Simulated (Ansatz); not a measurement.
Ansatz (a program for electronic structure), DFT, PBE, plane waves, its default PAW files: Cu(111) slab of 8 layers, 1x1, atoms displaced (Cu8), unrelaxed, 8 atoms. Basis and mesh were picked for this test and aren't claimed converged.

- cell = 2.56, 2.56, 34.61 Å; 90, 90, 60°
- distance to the nearest atom = 2.47 to 2.56 Å
- task = single point
- k mesh = 10×10×1
- hamiltonian.xc = pbe
- kind of files = paw
- scf.occupations.method = fermi_dirac
- scf.occupations.width = 0.2 eV
- output.forces = true
- binding of workers (--pin) = off
- k-point pools (--kpoint-pools) = 1
- memory maximum (--max-ram) = 8GiB
- accuracy = medium (default)
- basis.precision = auto (default)
- basis.xc_grid = 2 (default)
- scf.eigensolver.kind = auto (default)
- scf.convergence.dr2_threshold = 1e-07 (default)
- scf.lower_state_search = light (default)
- k-points after symmetry = 52
- bands at the start = 88
- electrons = 152
- plane waves at Γ = 3901
- cutoff (eV) = 420
- FFT grid = 18×18×240
- symmetry operations = 1

Settings of this run: scf.mixing.algorithm = auto, scf.mixing.preconditioner = kerker_dos, scf.algorithm = auto; 4 threads.

```
iteration  dr2 (eV)     Hψ
---------  --------  -----
1           3.78e-2  18537
2           1.76e-2   9132
3           1.23e-2   6297
4           2.05e-3   5959
5           6.70e-4   5360
6           6.99e-4   5494
7           2.43e-4   4607
8           3.56e-4   5757
9           8.44e-5   5274
10          1.17e-4   6075
11          3.34e-4   6701
12          9.54e-5   6720
13          5.52e-5   4930
14          5.73e-5   5121
…                 …      …
23          1.32e-5   4682
24          2.77e-5   6571
25          5.76e-6   6285
26          9.09e-6   6728
27          7.06e-6   6938
28          1.65e-6   5479
29          6.32e-7   6204
30          1.84e-6   6780
…                 …      …
37          1.49e-7   4761
38          1.61e-7   4806
39          1.79e-7   4643
40          1.52e-7   4604
41          1.58e-7   4762
42          1.22e-7   4548
43          1.12e-7  11433
44          9.38e-8  15870
```

It converged after 44 SCF iterations.

Q: Which change of one setting makes this cycle converge in far fewer steps?

A: This is not unique; one that fits is scf.mixing.preconditioner = auto (default) (10 SCF iterations) or scf.mixing.preconditioner = ldos (10 SCF iterations), all else kept. The other changes of this size gave: scf.mixing.preconditioner = local_kerker (14); scf.mixing.preconditioner = none (17); scf.mixing.preconditioner = kerker (64). In that run the program took: scf.mixing.algorithm MSR1, scf.mixing.preconditioner LDOS, scf.eigensolver.kind band_cg, --slots 4. The first change moves the result by: energy under 0.001 meV/atom, forces (largest component) 0.021 meV/Å. Counts are of single runs.

Keys are those of Ansatz 0.2.
